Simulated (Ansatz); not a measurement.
**Effect of pressure 10 GPa on AlV2C**

Start from AlV₂C (space group P6_3/mmc, No. 194; a = 2.885 Å, c = 13.117 Å).

Now apply this change: a hydrostatic pressure of 10 GPa.

Calculations: r2SCAN (Ansatz, a quantum-chemistry and plane-wave program; PAW; 500 eV plane waves; no SOC). Settings: 18×18×4 k-points, 0.05 eV Fermi–Dirac smearing.

| quantity | base | changed | shift |
|---|---|---|---|
| volume per atom | 11.82 Å³ | 11.26 Å³ | -0.56 Å³ |
| density | 4.95 g/cm³ | 5.19 g/cm³ | +0.24 g/cm³ |
| lattice parameter a | 2.885 Å | 2.838 Å | -0.047 Å |
| c/a ratio | 4.547 | 4.552 | +0.0045 |
| shortest interatomic distance | 2.009 Å | 1.988 Å | -0.021 Å |
| enthalpy H = E + PV relative to the base's energy | – | +0.72 eV/atom | – |
| band gap | zero | zero | – |

Final structure:

```
CELL_PARAMETERS angstrom
      2.83791     0.00000     0.00000
     -1.41896     2.45771     0.00000
      0.00000     0.00000    12.91681
ATOMIC_POSITIONS crystal
  Al 0.33333 0.66667 0.75000
  Al 0.66667 0.33333 0.25000
  V  0.33333 0.66667 0.08719
  V  0.66667 0.33333 0.58719
  V  0.66667 0.33333 0.91281
  V  0.33333 0.66667 0.41281
  C  0.00000 0.00000 0.00000
  C  0.00000 0.00000 0.50000
```

Load acts through the strain it causes; cell and atoms are relaxed under it. Stability against distortions was not tested. No other phases were tried under pressure. Starting moments died away, wholly or in part, for the base; another magnetic solution may exist. The final runs are not spin-polarised.
